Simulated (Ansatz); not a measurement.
System: Ag-vacancy pair (Ag on one host Ru site, one Ru site vacant) in hcp Ru (neutral cell). All values below come from PBE, PAW (plane waves to 420 eV; Ansatz, a quantum-chemistry and plane-wave program).

Cell of 36 host sites held at the relaxed PBE lattice; a 2×2×2 k-point mesh shifted by half a step along c; Fermi-Dirac width 0.10 eV, spin-restricted; finite-size errors left in. Static, classical nuclei. Forms of the defect that were not tried may lie lower.

Barriers: single points on a 4×4×4 k-point mesh shifted by half a step along c at the bands' geometries.

A. the Ag atom itself jumps into the vacancy (Ag-vacancy distance between ideal sites 2.72 Å throughout); the atom moves 2.52 Å along (-0.92, 0.00, 0.00) of the unit cell; the moving atom starts with neighbours 2 Ru at 2.69, 2 Ru at 2.72, 3 Ru at 2.74, Ru at 2.76, Ru at 2.79, Ru at 2.80, Ru at 2.88 Å and ends with 2 Ru at 2.69, 2 Ru at 2.72, 3 Ru at 2.74, Ru at 2.76, Ru at 2.79, Ru at 2.80, Ru at 2.88 Å; the start lies 0.14 eV above the lowest site run; saddle order not checked, on a symmetry element.
B. the Ag atom itself jumps into the vacancy (Ag-vacancy distance between ideal sites 2.66 Å throughout); the atom moves 2.42 Å along (-0.61, -0.31, 0.45) of the unit cell; the moving atom starts with neighbours 2 Ru at 2.68, 2 Ru at 2.72, Ru at 2.74, 2 Ru at 2.76, 2 Ru at 2.80, 2 Ru at 2.82 Å and ends with 2 Ru at 2.68, 2 Ru at 2.72, Ru at 2.74, 2 Ru at 2.76, 2 Ru at 2.80, 2 Ru at 2.82 Å; saddle order not checked, on a symmetry element.

A band can be held on a symmetry element, so unchecked saddle points there may be too high.

### Question
Rank these by forward barrier (lowest first), as PBE, PAW gives it.

### Answer
A (1.19 eV), B (1.27 eV)
